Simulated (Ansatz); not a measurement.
# Element substitutions in Ca

Base system: Ca in the fcc (Cu type) structure (space group Fm-3m, No. 225; a = 5.455 Å).

Each row replaces one element on all its sites; cell and atoms are relaxed.

Method: Ansatz (a first-principles code) PBEsol, no SOC.

Before the change:

```
Item               Result
---------------  --------
Volume per atom  40.59 Å³
```

Problem. The aim is a volume per atom between 56.93 Å³ and 60.31 Å³. Which of these changes reaches it?
A) Ca → Cs
B) Ca → Be
C) Ca → Ba

Solution. C, Ca → Ba. It gives 58.30 Å³; Ca → Cs gives 108.79 Å³; Ca → Be gives 7.80 Å³. Changes not listed may reach it too

No phonon test of stability was made. As relaxed here, Be is a hypothetical phase, not in the database extracts checked. For Ba in this form, whether it has been made was not checked. The final runs are not spin-polarised. This is not the structure that Cs has at room temperature and ambient pressure. This is not the structure that Ba has at room temperature and ambient pressure.
